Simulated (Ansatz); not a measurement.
Consider BaO in the rock salt structure (space group Fm-3m, No. 225; a = 5.573 Å).

(Cell as relaxed with PBE.)

Levels (all Ansatz, a quantum-chemistry and plane-wave program, PAW): PBE (420 eV, no spin-orbit coupling); PBEsol (420 eV, no spin-orbit coupling).

Each level relaxes its own structure.

```csv
base,PBE,PBEsol
volume per atom,21.64 Å³,20.68 Å³
lattice parameter a,5.573 Å,5.490 Å
band gap,2.10 eV,1.84 eV
```

Perturbation: cell and atoms relaxed at a pressure of 15 GPa.

```tsv
quantity	PBE	PBEsol
band gap	1.49 eV	1.19 eV
gap character	direct at X	direct at X
lattice parameter a	5.297 Å	5.240 Å
electron mass	1.2 mₑ along k, 0.37 mₑ across (at X)	1.2 mₑ along k, 0.35 mₑ across (at X)
```

PBE's band gap lies 0.30 eV above PBEsol's; PBE's lattice parameter a lies 0.057 Å above PBEsol's (1.1 %); the two agree on the gap character. Neither level is exact; PBEsol is the comparison here, not a measurement.

Load acts through the strain it causes; cell and atoms are relaxed under it. Effective masses come from finite differences of ±0.01 Å⁻¹. Along k means along the line from Γ to the band edge. Stability against distortions was not tested. No other phases were tried under pressure.
